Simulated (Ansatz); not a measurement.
For ZnIn₂O₄ (model structure, started from the defect chalcopyrite type, I-4, No. 82, 7 atoms in the cell), PBE (Ansatz, a first-principles code, PAW) gives:

```
Item                       Value
------------------  ------------
lattice constant a       4.787 Å
c axis length           10.095 Å
cohesive energy     3.92 eV/atom
```

### Question
What does r²SCAN in Ansatz (PAW) give for the same quantities?

### Answer

- lattice constant a: 4.699 Å (falls by 1.8 %)
- lattice parameter c: 10.049 Å (shrinks by 0.5 %)
- cohesive energy: 4.04 eV/atom (rises by 0.12 eV/atom)

Changes are worked out from the printed values.

Unless a cell is named, each level is at its own relaxed cell (PBE 16.52, r²SCAN 15.85 Å³/atom).

Levels without +SOC leave out spin–orbit coupling, which shifts energies and cells of such heavy elements.

Ansatz's density-functional and Hartree–Fock values are scalar-relativistic unless marked +SOC, with PAW data made under PBE.

A model structure was made by putting elements into a prototype or built by hand; it is no filed structure, need not be a known phase, and can be a saddle point held by its symmetry.
